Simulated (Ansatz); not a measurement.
**In₂O₃ (model structure, started from the Nb2Se3 type, P3m1, No. 156, 5 atoms in the cell)**

Computed with r²SCAN+rVV10 (Ansatz, an electronic-structure program, plane waves, PAW).

Run with plane-wave cutoff 560 eV, 24×24×6 k mesh (along the axes of the cell as run), Fermi–Dirac smearing 0.05 eV, scalar-relativistic PAW data made under PBE.

Cell (relaxed at this level):

In2O3 is modelled in the trigonal space group P3m1 (No. 156), Pearson symbol hP5. Lattice parameters: a = 3.2599 Å, b = 3.2599 Å, c = 7.3163 Å, α = 90.00°, β = 90.00°, γ = 120.00°. In1 on 1a is coordinated by 3 O at 2.056 Å and 3 O at 2.394 Å (octahedral). In2 on 1a has 3 O at 2.093 Å and 3 O at 2.524 Å. O1 on 1c is coordinated by 3 In at 2.394 Å and 3 In at 2.524 Å (trigonal prismatic). O2 on 1b has 3 In at 2.056 Å (trigonal pyramidal). O3 on 1c sees 3 In at 2.093 Å (trigonal pyramidal). (Neighbours: up to the widest gap in distance over summed covalent radii, below 1.35, at either atom; cation-cation and far metal-metal contacts left out.)

| Property | Value |
|---|---|
| band gap | 0.56 eV |
| smallest direct gap on the k points sampled | 0.61 eV |

Note: the relaxation could raise the start's symmetry but not lower it, so the cell can be a saddle point.

Spin–orbit coupling is not included.

Static lattice: no zero-point or thermal effects.

A model structure was made by putting elements into a prototype or built by hand; it is no filed structure, need not be a known phase, and can be a saddle point held by its symmetry.
